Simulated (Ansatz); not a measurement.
N on the 1x1 (110) surface of 3C silicon carbide (cut with top plane C + Si), one in a 2x2 cell, started at the site 'top C'

Host crystal: 3C silicon carbide, with a band gap (PBE, scalar-relativistic without spin-orbit coupling).

Computed with PBE (plane waves to 420 eV, PAW; Ansatz, a quantum-chemistry and plane-wave program).

Model: 49-atom slab, 7.7 Å thick at the start under the adsorbate (thin: gaps and levels are the slab's own), 3x3x1 mesh, Fermi-Dirac 0.01 eV, dipole correction, 24 atoms held, the rest relaxed; held to the start's symmetry, so lower structures may exist; spin-polarised, ending with about 1.0 μB a cell; orders that need a larger cell were not tried, no spin-orbit, no U, no dispersion correction. At the end it is bonded to C + 2 Si. In PBE it is, or lies within 0.03 eV of, the lowest of the starts that converged.

The adsorption energy against ½ N2(g) is 0.72 eV, the change of the step from the bottom to the top vacuum level, against the clean slab comes out as 0.046 eV and the energy released by relaxation comes out as 2.25 eV. The height of the binding atom over the mean of the host atoms within 0.3 Å of the top one is 0.893 Å and the magnetic moment of the cell is 1.00 μB. The nearest host atoms of the binding atom is C at 1.44 Å, Si at 1.83 Å, Si at 1.83 Å, the largest move of a host atom is 0.20 Å and the note is in the relaxation the adsorbate left its starting site by 1.0 Å. The cost is very roughly 29 core-minutes.

A negative adsorption energy means that the adsorbate is more stable on the surface than in its reference.
